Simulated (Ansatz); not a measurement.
The starting structures come from a database of crystals and need not be the phases stable at ambient conditions.

By PBEsol, the system below comes out a metal.

Without scattering a metal conducts by its projected Fermi surface.

```
CELL_PARAMETERS angstrom
      2.88913     0.00000     0.00000
      0.00000     2.88913     0.00000
      0.00000     0.00000     2.88913
ATOMIC_POSITIONS crystal
  Zn 0.50000 0.50000 0.50000
  Ni 0.00000 0.00000 0.00000
```

The cell is taken as given; by PBEsol it stands under a pressure of -7.6 GPa.

The current flows along the normal of the first two printed cell vectors, the (001) plane of the conventional cell. No spin-orbit coupling; the value is a mean over 0.1 eV about the Fermi level.

**Question.** Predict the ballistic conductance per area from PBEsol (Ansatz, a first-principles code).

**Answer.** 0.99 × 10¹⁵ S/m² for both spins.
